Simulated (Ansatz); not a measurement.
Results of PBEsol in Ansatz (PAW) for Ti₃Al (P6₃/mmc, No. 194).

Settings: plane-wave cutoff 520 eV, 12×12×14 k mesh (along the axes of the cell as run), Fermi–Dirac smearing 0.019 eV (set by the program), no spin polarisation, scalar-relativistic PAW data made under PBE.

Computed at the level's own relaxed cell.

Elastic tensor (GPa, Voigt notation, ions relaxed):

```
  198.4    91.0    68.2     0.0     0.0     0.0
   91.0   198.4    68.2     0.0     0.0     0.0
   68.2    68.2   245.4     0.0     0.0     0.0
    0.0     0.0     0.0    58.7     0.0     0.0
    0.0     0.0     0.0     0.0    58.7     0.0
    0.0     0.0     0.0     0.0     0.0    53.7
```

### Question
Work out the Voigt, Reuss and Hill averages of the bulk and shear moduli, Young's modulus and Poisson's ratio from the printed constants.

### Answer
K_V = [C11 + C22 + C33 + 2(C12 + C13 + C23)]/9 = [642.2 + 2 × 227.4]/9 = 121.9 GPa. G_V = [642.2 − 227.4 + 3 × 171.1]/15 = 61.9 GPa. From the compliances S = C⁻¹, K_R = 121.6 and G_R = 60.1 GPa. Hill means: K = 121.8, G = 61.0 GPa. E = 9KG/(3K + G) = 157 GPa, ν = (3K − 2G)/(6K + 2G) = 0.29, K/G = 2.00.

The computed numbers hold no vibrational or temperature effects.

Ansatz is a first-principles code.
